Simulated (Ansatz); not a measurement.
# SiO₂ (Ama2, No. 40, 12 atoms in the cell; start mp-554573; a measured phase of this formula has another space group)

Calculation: PBE0 (Ansatz, a quantum-chemistry and plane-wave program, plane waves, PAW).

Run with plane-wave cutoff 460 eV, 4×6×6 k mesh (along the axes of the cell as run), Fermi–Dirac smearing 0.01 eV, scalar-relativistic PAW data made under PBE.

Cell (relaxed with PBEsol):

```cif
data_O16Si8
_chemical_formula_sum 'Si8 O16'
_space_group_name_H-M_alt 'Ama2'
_space_group_IT_number 40
_space_group_name_Hall 'A 2 -2a'
_cell_length_a 8.33383
_cell_length_b 8.83369
_cell_length_c 5.00950
_cell_angle_alpha 90.000
_cell_angle_beta 90.000
_cell_angle_gamma 90.000
loop_
_space_group_symop_operation_xyz
  'x, y, z'
  '-x, -y, z'
  '-x+1/2, y, z'
  'x+1/2, -y, z'
  'x, y+1/2, z+1/2'
  '-x, -y+1/2, z+1/2'
  '-x+1/2, y+1/2, z+1/2'
  'x+1/2, -y+1/2, z+1/2'
loop_
_atom_site_label
_atom_site_type_symbol
_atom_site_symmetry_multiplicity
_atom_site_Wyckoff_symbol
_atom_site_fract_x
_atom_site_fract_y
_atom_site_fract_z
_atom_site_occupancy
Si1 Si 8 c 0.06265 0.33532 0.00453 1
O1 O 4 a 0.00000 0.00000 0.60177 1
O2 O 8 c 0.04149 0.21641 0.24762 1
O3 O 4 b 0.75000 0.15771 0.42097 1
```
(The calculation used a cell of 12 atoms; values per cell refer to that cell.)

```json
{
 "band_gap": "8.25 eV (on the SCF k mesh) (direct)"
}
```

Note: cell and atoms aren't relaxed at this level (largest force component 0.21 eV/Å, pressure -2.3 GPa).

Computed values are for the static lattice.

A start named mp-… is a Materials Project structure, which need not be a measured phase.
